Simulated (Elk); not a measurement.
Elk run on Co3ReB4 (Pm, 8 atoms in the cell): self-consistent single point.

Level of theory: PBEsol, all-electron FP-LAPW, Elk's shipped species files, default APW+lo basis in Elk 10.2.4.

The change in words: lattice scaled by 0.98. Reference geometry:
```
CELL_PARAMETERS angstrom
      4.12595     0.00000     0.00000
      0.00000     3.03195     0.00000
     -0.13336     0.00000     5.41320
ATOMIC_POSITIONS crystal
  Co 0.86977 0.00000 0.17346
  Co 0.37156 0.50000 0.32008
  Co 0.12718 0.50000 0.82626
  Re 0.63063 0.00000 0.67922
  B  0.12836 0.00000 0.52039
  B  0.36690 0.00000 0.04471
  B  0.90009 0.50000 0.45031
  B  0.60551 0.50000 0.98557
```

Reference input (self-consistent single point, DFT, PBEsol, all-electron FP-LAPW, Elk's shipped species files, default APW+lo basis): xctype = 22; rgkmax = 7; stype = 0; swidth = 0.00183747 Ha; ngridk = 5 7 4; rmtscf = 0.85. This run's input differs from it in these lines:

```diff
@@ -19,5 +19,5 @@
 avec
-    7.7969155039    0.0000000000    0.0000000000
-    0.0000000000    5.7295551236    0.0000000000
-   -0.2520214349    0.0000000000   10.2294597886
+    7.6409771938    0.0000000000    0.0000000000
+    0.0000000000    5.6149640211    0.0000000000
+   -0.2469815353    0.0000000000   10.0248704795
```

Log, with long lists cut:

```
│ Self-consistent loop started │
│ Loop number : 1 │
 total energy                :     -20953.4791250
│ Loop number : 2 │
 total energy                :     -20955.6279470
RMS change in Kohn-Sham potential (target) :    5.322415189     (  0.1000000000E-05)
Absolute change in total energy (target)   :    2.148821980     (  0.1000000000E-03)
│ Loop number : 3 │
 total energy                :     -20941.8248259
RMS change in Kohn-Sham potential (target) :    4.988430367     (  0.1000000000E-05)
Absolute change in total energy (target)   :    13.26591558     (  0.1000000000E-03)
│ Loop number : 4 │
   [... lines left out ...]
Absolute change in total energy (target)   :   0.1689677811E-04 (  0.1000000000E-03)
│ Loop number : 30 │
 total energy                :     -20989.1879465
RMS change in Kohn-Sham potential (target) :   0.1210634963E-05 (  0.1000000000E-05)
Absolute change in total energy (target)   :   0.2400600351E-04 (  0.1000000000E-03)
│ Loop number : 31 │
 total energy                :     -20989.1879477
RMS change in Kohn-Sham potential (target) :   0.5114420565E-06 (  0.1000000000E-05)
Absolute change in total energy (target)   :   0.4826149961E-05 (  0.1000000000E-03)
Convergence targets achieved

│ Loop number : 32 │

Energies :
 Fermi                       :     0.502273383159
 total energy                :     -20989.1879547

Density of states at Fermi energy :    152.3824423
 (states/Hartree/unit cell)

Estimated indirect band gap :   0.1353402120E-03
 from k-point      1 to k-point     71
Estimated direct band gap   :   0.6335597217E-02
 at k-point     73

Charges :
 core                        :    90.00000000
 valence                     :    86.00000000
 interstitial                :    12.40521353
 muffin-tins (core leakage)
  species :    1 (Co)
   atom    1                 :    25.59387326     (  0.3107626418E-02)
   atom    2                 :    25.63035701     (  0.3116867348E-02)
   atom    3                 :    25.57215703     (  0.3104411761E-02)
  species :    2 (Re)
   [... lines left out ...]
   atom    2                 :    3.412482843     (  0.4560956405E-03)
   atom    3                 :    3.440134918     (  0.4584967863E-03)
   atom    4                 :    3.447966379     (  0.4591280493E-03)
 total in muffin-tins        :    163.5947865
 total calculated charge     :    175.9854277
 total charge                :    176.0000000
 error                       :   0.1457227031E-01

│ Self-consistent loop stopped │
```

The run converged in 32 iterations. The count includes the last loop, which Elk runs after its targets are met. Against the reference run the total energy goes up by 3.0 meV/atom.

The starting cell comes from a database of computed structures (which also holds hypothetical and non-ambient phases and stackings), without a prior relaxation at this level. For this run, on top of that: lattice scaled by 0.98. Spin-orbit coupling is off. Spin polarisation is off. Values depend on the basis (sphere radii, cutoffs, local orbitals), which need not be converged. The log's line on a gap gives a spacing of levels on this mesh, which the program prints for metals too.

Cost on one core of a shared machine: roughly 5 min.
